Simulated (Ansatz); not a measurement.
Take MgS in the rock salt structure (space group Fm-3m, No. 225; a = 5.182 Å) as the base.

Now apply this change: an isotropic linear strain of +0.73 %, atoms relaxed at fixed cell.

Levels (all Ansatz, an electronic-structure program, PAW): PBEsol (420 eV, no spin-orbit coupling); r2SCAN (500 eV, without spin-orbit coupling).

The geometry is relaxed with PBEsol.

PBEsol gap character: indirect, Γ → X
PBEsol electron mass: 0.53 mₑ along k, 0.29 mₑ across (at X)
PBEsol band gap: 2.68 eV

### Question
How does going to r2SCAN change the gap character, electron mass and band gap?

### Answer
The gap character remains indirect, Γ → X; the electron mass goes from 0.53 mₑ along k, 0.29 mₑ across (at X) to 0.52 mₑ along k, 0.30 mₑ across (at X); the band gap rises by 0.76 eV, from 2.68 eV to 3.44 eV.

Single points use the geometry relaxed with PBEsol. Effective masses come from finite differences of ±0.01 Å⁻¹. Along k means along the line from Γ to the band edge. Stability against distortions was not tested.
